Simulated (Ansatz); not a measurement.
The starting structures come from a database of crystals and need not be the phases stable at ambient conditions.

Tunnelling through a barrier is set by its complex band structure: the current falls as exp(−2κd) with the smallest κ.

```xyz
8
Lattice="8.0766 0.0000 0.0000 0.0000 8.0766 0.0000 0.0000 0.0000 4.4862" Properties=species:S:1:pos:R:3 pbc="T T T"
Ba     4.0383     4.0383     0.0000
Ba     0.0000     0.0000     0.0000
Te     2.4275     1.6108     2.2096
Te     1.6108     5.6491     2.2766
Te     5.6491     6.4658     2.2096
Te     6.4658     2.4275     2.2766
Te     4.0383     0.0000     0.5749
Te     0.0000     4.0383     3.9114
```

Space group of this cell: P-42_1m. The cell is taken as given.

Transport runs along the normal of the first two printed cell vectors, the (001) plane of the conventional cell.

The gap is the functional's own. No spin-orbit coupling. Mid-gap values are interpolated on the energy grid.

Problem. Compute, with r2SCAN (Ansatz, an electronic-structure program), the band gap and the smallest decay constant κ at mid-gap.

Solution. Gap 1.17 eV on a 4×4×8 mesh; κ = 0.162 1/Å, at the zone centre.
